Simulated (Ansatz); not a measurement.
Take SiS2 in the 2H-MoS2 type structure (space group P6_3/mmc, No. 194; a = 3.210 Å, c = 11.768 Å; a hypothetical phase, not in the database extracts checked; layered, stacked along the Cartesian z axis) as the base.

(Cell as relaxed with PBE-D3(BJ).)

Levels (all Ansatz, a first-principles code, PAW, earlier PAW set): PBE-D3(BJ) (420 eV, spin-orbit coupling left out); r2SCAN+rVV10 (500 eV, scalar-relativistic without spin-orbit coupling).

Each level relaxes its own structure.

| base | PBE-D3(BJ) | r2SCAN+rVV10 |
|---|---|---|
| volume per atom | 17.50 Å³ | 18.24 Å³ |
| lattice parameter a | 3.210 Å | 3.224 Å |
| band gap | zero | zero |

One thing is altered: cell and atoms relaxed at a pressure of 2.1 GPa.

| quantity | PBE-D3(BJ) | r2SCAN+rVV10 |
|---|---|---|
| c/a ratio | 3.571 | 3.649 |
| shortest interatomic distance | 2.345 Å | 2.348 Å |

PBE-D3(BJ)'s c/a ratio lies 0.078 below r2SCAN+rVV10's; PBE-D3(BJ)'s shortest interatomic distance lies 0.0025 Å below r2SCAN+rVV10's (0.1 %). Neither level is exact; r2SCAN+rVV10 is the comparison here, not a measurement.

Load acts through the strain it causes; cell and atoms are relaxed under it. No phonon test of stability was made. All final runs are without spin polarisation. Gaps under 0.05 eV, about the width of the smearing, are given as zero. The zero or small gap of SiS2 can change with the level of theory.
